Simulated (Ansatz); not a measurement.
# A computed series for MgO: pressure series

The reference is MgO in the rock salt structure (space group Fm-3m, No. 225; a = 4.254 Å).

Cell and atoms are relaxed at each pressure.

Level of theory: DFT with PBE, PAW potentials and a 420 eV plane-wave cutoff in Ansatz (an electronic-structure program), without spin-orbit coupling.

Notes on the quantities. enthalpy: H = E + PV relative to the base's energy.

```csv
variant,enthalpy,volume per atom,band gap
base,–,9.62 Å³,4.46 eV
pressure −2 GPa,-0.12 eV/atom,9.76 Å³,4.33 eV
pressure −1 GPa,-0.06 eV/atom,9.69 Å³,4.40 eV
pressure 3 GPa,+0.18 eV/atom,9.44 Å³,4.64 eV
pressure 7 GPa,+0.41 eV/atom,9.22 Å³,4.87 eV
pressure 15 GPa,+0.86 eV/atom,8.84 Å³,5.30 eV
pressure 30 GPa,+1.66 eV/atom,(withheld),(withheld)
pressure 50 GPa,+2.66 eV/atom,7.76 Å³,6.76 eV
pressure 75 GPa,+3.83 eV/atom,7.26 Å³,7.60 eV
pressure 100 GPa,+4.93 eV/atom,6.88 Å³,8.33 eV
```

Task: Some entries are withheld; estimate them.

Result: 
- pressure 30 GPa, volume per atom: 8.30 Å³
- pressure 30 GPa, band gap: 5.98 eV

Load acts through the strain it causes; cell and atoms are relaxed under it. Stability against distortions was not tested. Competing high-pressure phases were not computed.
